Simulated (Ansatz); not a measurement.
For HgO (model structure, started from the NiAs type, P6₃/mmc, No. 194, 4 atoms in the cell), PBEsol (PAW; Ansatz, a program for electronic structure) gives:

- lattice parameter a: 3.367 Å
- c axis length: 5.865 Å

**Question.** What does PBE-D3(BJ) (Ansatz, plane waves, PAW) give for the same quantities?

**Answer.** 
- lattice constant a: 3.394 Å (rises by 0.8 %)
- lattice parameter c: 5.935 Å (goes up by 1.2 %)

Changes are worked out from the printed values.

Unless a cell is named, each level is at its own relaxed cell (PBEsol 14.40, PBE-D3(BJ) 14.81 Å³/atom).

Levels without +SOC leave out spin–orbit coupling, which shifts energies and cells of such heavy elements.

Ansatz's density-functional and Hartree–Fock values are scalar-relativistic unless marked +SOC, with PAW data made under PBE.

A model structure was made by putting elements into a prototype or built by hand; it is no filed structure, need not be a known phase, and can be a saddle point held by its symmetry.
